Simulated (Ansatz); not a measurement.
# Hypothetical rock salt CrGe: element substitutions

Base system: CrGe in the rock salt structure (space group Fm-3m, No. 225; a = 4.934 Å; ferromagnetic; a hypothetical phase, not in the database extracts checked).

Each row replaces one element on all its sites; cell and atoms are relaxed.

Calculations: PBEsol/PAW in Ansatz (a quantum-chemistry and plane-wave program), no spin-orbit coupling, earlier PAW set.

```
case         density  shortest interatomic distance
-------  -----------  -----------------------------
base      6.89 g/cm³                        2.467 Å
Cr → W   12.86 g/cm³                        2.549 Å
Ge → Ga   6.88 g/cm³                        2.449 Å
Ge → Cd          [?]                            [?]
```

Some entries are withheld; estimate them.


- Ge → Cd, density: 6.57 g/cm³
- Ge → Cd, shortest interatomic distance: 2.750 Å

Other magnetic orders, which the real material may have, were not ruled out. Stability against distortions was not tested. As relaxed here, WGe, CrGa and CrCd are hypothetical phases, not in the database extracts checked. Spin-polarised in the final run: base, CrGa and CrCd; the other runs are not. WGe has a high density of states at the Fermi level and may be magnetic at this level.
